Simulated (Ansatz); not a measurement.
Consider GaN in the wurtzite structure (space group P6_3mc, No. 186; a = 3.183 Å, c = 5.185 Å).

Perturbation: cell and atoms relaxed at a pressure of 45 GPa.

Levels (all Ansatz, a quantum-chemistry and plane-wave program, PAW): PBEsol (420 eV, no spin-orbit coupling); HSE06 (420 eV, no spin-orbit coupling).

The geometry is relaxed with PBEsol.

| Quantity | Value |
|---|---|
| PBEsol lowest conduction level above the VBM at special points | Γ 2.95 eV; L 4.75 eV; K 4.84 eV |

Task: Predict the lowest conduction level above the VBM at special points from HSE06.

Result: The lowest conduction level above the VBM at special points changes from Γ 2.95 eV; L 4.75 eV; K 4.84 eV to Γ 4.44 eV; L 6.23 eV; K 6.24 eV.

Single points use the geometry relaxed with PBEsol. The levels and masses belong to the bands next to the band gap. Load acts through the strain it causes; cell and atoms are relaxed under it. Whether these cells are dynamically stable was not tested. Tetrahedral semiconductors of this kind turn to denser phases somewhere between about 1 and 50 GPa; those were not computed, so compressed cells here can lie past the real transition.
